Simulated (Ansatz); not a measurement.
Base system: CdTe in the zinc blende structure (space group F-43m, No. 216; a = 6.558 Å). Axes: x, y, z lie along the cube axes.

Level of theory: Ansatz (an electronic-structure program) r2SCAN, scalar-relativistic without spin-orbit coupling.

Strains are applied to the cell and any free atomic positions relax; under biaxial strain the out-of-plane vector relaxes too.

One change was made to it. Results:

The energy increases by 5.0 meV/atom; the valley order (the lowest conduction-band minima on the path, energy above the VBM, named in the base's zone) goes from Γ 1.17 eV; L along ⟨111⟩ 2.20 eV to Γ 1.02 eV; L along [111] 1.91 eV; L along [1-11] 2.24 eV; X along [001] 2.52 eV.

Q: Which change produced these results?
A. biaxial strain −4.00 %, plane normal [111], relaxed out of plane
B. tensor shear ε_xy = −2.40 %
C. uniaxial strain ε_xx = −0.70 %

A: B, tensor shear ε_xy = −2.40 %. For comparison, the valley order in the other runs: biaxial strain −4.00 %, plane normal [111], relaxed out of plane gives Γ 1.07 eV; L along [1-11] 1.90 eV; X along [100] 2.40 eV; uniaxial strain ε_xx = −0.70 % gives Γ 1.17 eV; L along [1-1-1] 2.20 eV.

Spin-orbit coupling, missing from the scalar runs, can matter with Te. The levels and masses belong to the bands next to the band gap. Stability against distortions was not tested.
